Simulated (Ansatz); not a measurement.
A (6,6) TiO2 nanotube, stretched and compressed along its axis from its relaxed period of 3.018 Å, atoms relaxed at each length.

Computed with PBE (plane waves to 420 eV, PAW; Ansatz, an electronic-structure program). Mesh 1×1×12. No spin polarisation, so a magnetic state wasn't tested. It repeats along c; a and b span vacuum. A hypothetical model, rolled from the flat sheet. It keeps the symmetry and period of its start, so it need not be a minimum against all distortions. Buckling under compression is shut out by symmetry and the short period. Energies are free energies at a Fermi–Dirac width of 0.02 eV, from the unstrained cell.

| strain (%) | energy (meV a period) | axial force (nN) | PBE gap (eV) |
|---|---|---|---|
| -3.0 | +386 | -14.20 | 2.60 |
| -1.5 | +94 | -6.70 | 2.59 |
| 0.0 | 0 | 0.00 | 2.57 |
| +1.5 | +85 | +5.91 | 2.52 |
| +3.0 | +327 | +11.18 | 2.45 |
| +6.0 | +1216 | +19.92 | 2.31 |

The slope of the force at zero strain is 420 nN.
